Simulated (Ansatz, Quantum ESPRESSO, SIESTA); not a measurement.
# Code comparison for Mn2Ge (P1, 6 atoms in the cell)

Self-consistent single point, at a second geometry (atoms moved at random). First geometry:

```
Mn2Ge
1.0
    4.14495     0.00000     0.00000
   -2.07248     3.58963     0.00000
    0.00000     0.00000     5.05503
Mn Ge
4 2
Cartesian
  0.00000   0.00000   2.52751
  0.00000   0.00000   0.00000
  2.07248   1.19654   1.26376
  0.00000   2.39309   3.79127
  2.07248   1.19654   3.79127
  0.00000   2.39309   1.26376
```
Moments meant for the start (each program seeds them in its own way; μB, in the order of the atoms Mn Mn Mn Mn Ge Ge): 4.0 4.0 4.0 4.0 0.0 0.0.

Second geometry:
```xyz
6
Lattice="4.1450 0.0000 0.0000 -2.0725 3.5896 0.0000 0.0000 0.0000 5.0550" Properties=species:S:1:pos:R:3 pbc="T T T"
Mn     0.0095     0.0081     2.5588
Mn    -0.0127     0.0280     0.0008
Mn     2.0688     1.3040     1.2660
Mn     0.0197     2.3247     3.7737
Ge     2.1030     1.1825     3.7130
Ge    -0.0434     2.3321     1.3253
```
Moments meant for the start (each program seeds them in its own way; μB, in the order of the atoms Mn Mn Mn Mn Ge Ge): 4.0 4.0 4.0 4.0 0.0 0.0.

Shared settings, as Ansatz (a quantum-chemistry and plane-wave program) writes them: kpoints.mp_grid.grid = 5 5 3; scf.occupations.method = gaussian; scf.occupations.width = 0.0037 Ry. Potentials and cutoffs stand in the table.

| code | model | ΔF from the first geometry (meV/atom) | pressure (GPa) | largest force (eV/Å) | size of the net moment (μB/atom) | cutoff |
|---|---|---|---|---|---|---|
| Ansatz | LDA (PW92), PAW files made with PBE | 29.0 | -10.26 | 1.506 | 1.39 | 30.9 Ry |
| Quantum ESPRESSO | LDA (PZ), GBRV 1.5 ultrasoft (LDA) pseudopotentials | 29.1 | -10.04 | 1.512 | 1.40 | 50 Ry |
| SIESTA | LDA PW92, numerical atomic orbitals DZP, PseudoDojo LDA standard norm-conserving potentials (rewritten from UPF to PSML) | 33.1 | -7.38 | 1.744 | 1.44 | grid 350 Ry |

Size of the force on each atom (eV/Å): Sizes of forces hide their directions.

| code | Mn1 | Mn2 | Mn3 | Mn4 | Ge5 | Ge6 |
|---|---|---|---|---|---|---|
| Ansatz | 0.234 | 0.211 | 1.196 | 0.637 | 0.819 | 1.506 |
| Quantum ESPRESSO | 0.237 | 0.212 | 1.199 | 0.640 | 0.822 | 1.512 |
| SIESTA | 0.256 | 0.254 | 1.309 | 0.709 | 0.966 | 1.744 |

On Ansatz's run: the magnetic order is the one reached from the typed start; others were not searched systematically. The program warned that, by what it read of turns of the moments, another magnetic order lies lower.

The spread over the programs that give each value: ΔF from the first geometry within 4.1 meV/atom; pressure within 2.88 GPa; largest force within 0.238 eV/Å; size of the net moment within 0.05 μB/atom.

SIESTA uses small atom-centred bases, whose incompleteness enters pressures, forces and empty levels differently from a plane-wave cutoff. Ansatz's pressure is given at a fixed set of plane waves, as the other plane-wave codes print theirs; with its correction for the finite basis it is -10.05 GPa (the shift of 0.21 GPa shows how far the cutoff is from converged). The same LDA comes in different parametrisations, which differ slightly. In the pressure, SIESTA (by 2.77) lies more than 1 GPa from the median of the plane-wave programs. In the force vectors, SIESTA (by 0.236) lies more than 0.08 eV/Å from the median of the plane-wave programs.

The shared mesh is coarse (it stands for a supercell whose shortest vector is 15 Å), so the values are not converged in it.

The starting cell comes from a database of computed structures (which also holds hypothetical and non-ambient phases and stackings), without a prior relaxation at this level. Its lattice was rescaled by a random factor within 2.5 % of one. For this run, on top of that: atoms moved at random.

Keys are those of Ansatz 0.2.
